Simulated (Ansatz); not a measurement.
Consider Mo6PbS8 (space group R-3, No. 148).

```
Mo6PbS8
1.0
    4.54403     2.62350     3.81431
   -4.54403     2.62350     3.81431
    0.00000    -5.24699     3.81431
Mo Pb S
6 1 8
Cartesian
  0.87265   1.27756   6.85852
 -0.87265  -1.27756   4.58441
 -1.54272   0.11696   6.85852
  1.54272  -0.11696   4.58441
  0.67007  -1.39451   6.85852
 -0.67007   1.39451   4.58441
  0.00000   0.00000   0.00000
 -2.80384   0.26008   4.77544
  2.80384  -0.26008   6.66749
  1.17668  -2.55824   4.77544
 -1.17668   2.55824   6.66749
  1.62716   2.29816   4.77544
 -1.62716  -2.29816   6.66749
  0.00000   0.00000   8.65624
  0.00000   0.00000   2.78669
```

Level of theory: PBEsol (Ansatz, a quantum-chemistry and plane-wave program; PAW; 420 eV plane waves; no spin-orbit coupling).

One change was made to it. Results:

```
quantity                          base    after
-----------------------------  -------  -------
c/a ratio                        1.259    1.280
shortest interatomic distance  2.372 Å  2.359 Å
```

Task: Which change produced these results?
A) pressure 5 GPa
B) pressure −2 GPa
C) pressure 10 GPa
D) pressure 1.5 GPa
E) pressure −1 GPa

Result: A, pressure 5 GPa. For comparison, the c/a ratio in the other runs: pressure 1.5 GPa gives 1.266; pressure −2 GPa gives 1.248; pressure −1 GPa gives 1.254; pressure 10 GPa gives 1.296.

Load acts through the strain it causes; cell and atoms are relaxed under it. Stability against distortions was not tested. No other phases were tried under pressure. The final runs are not spin-polarised.
